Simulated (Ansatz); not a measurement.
## A constructed model of the (111) surface of fcc Rh, a layer of Pd in place of the second plane (bottom of the slab: a bare face, its two planes held)

Calculation: PBE (plane waves to 420 eV, PAW; Ansatz, a quantum-chemistry and plane-wave program).

Slab: 6 atoms, 11.0 Å thick at the start with caps and adatoms (thin: gaps and levels are the slab's own); k 16x16x1, smearing 0.1 eV, dipole-corrected; 2 atoms held, the rest relaxed; symmetry of the start imposed; no spin, no spin-orbit, no U. In PBE it lies 0.05 eV a 1x1 cell over the lowest computed structure of the same composition (a layer of Pd in place of the third plane).

```
Item                                                           Result
-----------------------------  --------------------------------------
work function of the top face                                 5.31 eV
energy released by relaxation                                0.033 eV
cost                           about 70 core-seconds (a rough figure)
```
